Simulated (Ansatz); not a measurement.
## A computed series for Ga2O3: pressure series

Base system: Ga₂O₃ in the corundum structure (space group R-3c, No. 167; a = 4.950 Å, c = 13.306 Å (hexagonal axes)).

Cell and atoms are relaxed at each pressure.

Level of theory: plane-wave PAW DFT at the LDA level (Ansatz, a first-principles code, 420 eV), spin-orbit coupling left out.

```
variant            volume per atom  smallest direct gap
-----------------  ---------------  -------------------
base                       9.41 Å³              3.31 eV
pressure −2 GPa            9.49 Å³              3.21 eV
pressure −1 GPa            9.45 Å³              3.26 eV
pressure 0.9 GPa           9.38 Å³              3.36 eV
pressure 2.1 GPa           9.33 Å³              3.41 eV
pressure 4.5 GPa           9.24 Å³              3.52 eV
pressure 9 GPa             9.09 Å³              3.72 eV
pressure 15 GPa            8.90 Å³              3.97 eV
pressure 22.5 GPa          8.69 Å³              4.25 eV
pressure 30 GPa            8.51 Å³              4.49 eV
```

Load acts through the strain it causes; cell and atoms are relaxed under it. Whether these cells are dynamically stable was not tested. Competing high-pressure phases were not computed.
